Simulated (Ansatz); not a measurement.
Results of G0W0@PBEsol (plane waves, hard PAW, contour deformation; Ansatz, a first-principles code) for SrAlO₂F (model structure, started from the SrVO2H type, P4/mmm, No. 123, 5 atoms in the cell).

The cell is the one relaxed with PBEsol. Conventional cell: a = 3.7766 Å, b = 3.7766 Å, c = 3.8117 Å, α = 90.00°, β = 90.00°, γ = 90.00°.

One run with a 6×6×6 mesh, response cutoff 100 eV and 227 empty bands, not extrapolated in mesh or basis; no spin–orbit coupling.

Highest filled and lowest empty level by k point (fractions of the reciprocal vectors of the cell (3.777 0.000 0.000) (-0.000 3.777 0.000) (0.000 0.000 3.812) Å; eV from the valence maximum of each method):

| k | PBEsol filled | PBEsol empty | QP filled | QP empty |
|---|---|---|---|---|
| 0 0 0 | -0.89 | 3.53 | -0.98 | 5.78 |
| 0 0.167 -0.5 | -1.41 | 6.48 | -1.56 | 9.07 |
| 0 0.333 -0.5 | -1.71 | 6.81 | -1.90 | 9.46 |
| 0.167 0.167 0.167 | -0.87 | 4.99 | ? | ? |
| 0.167 0.333 0 | -0.96 | 5.54 | ? | ? |
| 0.167 0.333 0.167 | -1.00 | 5.77 | -1.12 | 8.25 |
| 0.167 -0.5 -0.5 | -1.28 | 6.26 | -1.43 | 8.86 |
| 0.333 -0.5 0 | -0.40 | 6.62 | -0.46 | 9.32 |

### Question
Estimate the withheld levels to about 0.1 eV.

### Answer

- 0.167 0.167 0.167, QP filled: -0.96
- 0.167 0.167 0.167, QP empty: 7.38
- 0.167 0.333 0, QP filled: -1.08
- 0.167 0.333 0, QP empty: 8.00

Note: the relaxation could raise the start's symmetry but not lower it, so the cell can be a saddle point.

A model structure was made by putting elements into a prototype or built by hand; it is no filed structure, need not be a known phase, and can be a saddle point held by its symmetry.
